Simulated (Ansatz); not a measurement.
Defect: interstitial Mg in amorphous Si24N32 (a melt-quenched model of 56 atoms), charge state +2. All values below come from PBE, PAW (plane waves to 420 eV; Ansatz, a program for electronic structure).

Settings: 56 host sites, the glass model's own volume, the Γ point alone, smearing 0.01 eV, spin-restricted, no image-charge correction. No zero-point or tunnelling terms. This is one neighbourhood of one small, fast-quenched model, and the added charge may sit on a native defect of the glass. The charge state is imposed; whether it is stable for some Fermi level was not computed. Sites that were not tried may lie lower.

Barriers: single points on a 2×2×2 k-point mesh shifted by half a step at the bands' geometries.

The step: a direct jump of one Mg atom. Atoms about the jump, Cartesian Å from the middle of the jump, before and after:

```csv
atom,x0,y0,z0,x1,y1,z1
Mg1,0.91,-0.55,0.80,-0.91,0.55,-0.80
N2,0.01,1.83,0.59,-0.12,1.89,0.57
N3,-1.76,-1.69,-0.27,-1.76,-1.60,-0.33
N4,1.22,1.18,-1.97,1.03,1.11,-1.87
N5,0.61,-1.67,-1.74,0.62,-1.79,-1.83
Si6,-1.07,-1.50,-1.90,-1.04,-1.73,-2.03
Si7,-2.15,-0.90,1.24,-2.10,-0.93,1.30
N8,-0.64,-0.37,2.19,-0.69,-0.36,2.22
N9,-3.09,0.88,-1.79,-2.94,0.91,-1.71
Si10,1.47,2.19,-0.57,1.46,2.19,-0.52
Si11,1.82,-0.41,-2.11,1.80,-0.45,-2.08
Si12,-0.51,1.41,2.28,-0.52,1.37,2.28
N13,-3.18,0.55,0.94,-3.11,0.56,0.93
N14,-1.05,-0.50,-3.38,-1.02,-0.53,-3.35
Si15,-0.63,3.44,0.05,-0.64,3.55,0.04
Si16,-2.45,2.53,-1.96,-2.47,2.64,-1.96
Si17,-2.80,-0.33,-3.04,-2.75,-0.34,-3.03
N18,-1.03,2.57,-2.99,-1.04,2.59,-2.98
Si19,0.63,2.18,-3.31,0.61,2.18,-3.30
N20,1.52,-2.56,0.48,1.52,-2.58,0.45
```

### Question
Where do these atoms stand at the saddle point, and how high is it?

### Answer

```
atom      x      y      z
----  -----  -----  -----
Mg1   -0.51   0.23  -0.51
N2    -0.08   1.90   0.58
N3    -1.78  -1.62  -0.33
N4     1.08   1.12  -1.86
N5     0.59  -1.70  -1.76
Si6   -1.07  -1.72  -2.08
Si7   -2.16  -0.92   1.30
N8    -0.69  -0.34   2.15
N9    -2.97   0.90  -1.72
Si10   1.49   2.23  -0.53
Si11   1.84  -0.44  -2.10
Si12  -0.53   1.39   2.28
N13   -3.15   0.56   0.94
N14   -1.03  -0.55  -3.42
Si15  -0.65   3.54   0.05
Si16  -2.45   2.59  -1.94
Si17  -2.74  -0.29  -3.04
N18   -1.04   2.58  -2.98
Si19   0.61   2.17  -3.29
N20    1.51  -2.57   0.46
```
It lies 1.39 eV above the start and 0.14 eV above the end. The saddle point's order was not checked.
